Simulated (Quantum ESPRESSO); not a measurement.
Input and output of a self-consistent single point for Rb (Im-3m, 1 atom in the cell) (Quantum ESPRESSO).

Method of the run: LDA (PW92), PseudoDojo standard norm-conserving (LDA) pseudopotentials (plane waves; Quantum ESPRESSO).

```
CELL_PARAMETERS angstrom
     -2.83347     2.83347     2.83347
      2.83347    -2.83347     2.83347
      2.83347     2.83347    -2.83347
ATOMIC_POSITIONS crystal
  Rb 0.00000 0.00000 0.00000
```

Reference input (self-consistent single point, DFT, LDA (PW92), plane waves, PseudoDojo standard norm-conserving (LDA) pseudopotentials): ecutwfc = 45 Ry; occupations = smearing; smearing = fd; degauss = 0.0073499 Ry; potentials = {Rb: Rb.upf}; K_POINTS = automatic 8 8 8 0 0 0; conv_thr = 1e-11 Ry; mixing_beta = 0.4. This run's input differs from it in these lines:

```diff
@@ -13,5 +13,3 @@
  ecutwfc = 45
- occupations = 'smearing'
- smearing = 'fd'
- degauss = 0.0073499
+ occupations = 'tetrahedra_opt'
 /
@@ -26,3 +24,3 @@
 K_POINTS automatic
-8 8 8  0 0 0
+4 4 4  0 0 0
 CELL_PARAMETERS angstrom
```

The program printed (abridged):

```
     Self-consistent Calculation

     iteration #  1     ecut=    45.00 Ry     beta= 0.40

     Threshold (ethr) on eigenvalues was too large:
     Diagonalizing with lowered threshold

     total energy              =     -54.20685146 Ry
     estimated scf accuracy    <       0.00105090 Ry

     iteration #  2     ecut=    45.00 Ry     beta= 0.40

     total energy              =     -54.20687083 Ry
     estimated scf accuracy    <       0.00021647 Ry

     iteration #  3     ecut=    45.00 Ry     beta= 0.40

     total energy              =     -54.20689843 Ry
     estimated scf accuracy    <       0.00002175 Ry

   [... 6 blocks of this kind left out ...]

     iteration # 10     ecut=    45.00 Ry     beta= 0.40

     total energy              =     -54.20689957 Ry
     estimated scf accuracy    <          1.1E-10 Ry

     iteration # 11     ecut=    45.00 Ry     beta= 0.40
     End of self-consistent calculation

     the Fermi energy is     1.7806 ev

!    total energy              =     -54.20689957 Ry
     estimated scf accuracy    <          9.0E-13 Ry

     convergence has been achieved in  11 iterations

     Forces acting on atoms (cartesian axes, Ry/au):

     atom    1 type  1   force =     0.00000000    0.00000000    0.00000000

     Total force =     0.000000     Total SCF correction =     0.000000

          total   stress  (Ry/bohr**3)                   (kbar)     P=       -3.68
  -0.00002499   0.00000000   0.00000000           -3.68        0.00        0.00
   0.00000000  -0.00002499   0.00000000            0.00       -3.68        0.00
   0.00000000   0.00000000  -0.00002499            0.00        0.00       -3.68

   JOB DONE.
```

The run converged in 11 iterations. Against the reference run the free energy goes up by 120 meV/atom and the pressure moves little (-0.42 to -0.37 GPa).

The starting cell has typed, rounded lattice constants, without a prior relaxation at this level. Its lattice was rescaled by up to half a per cent.
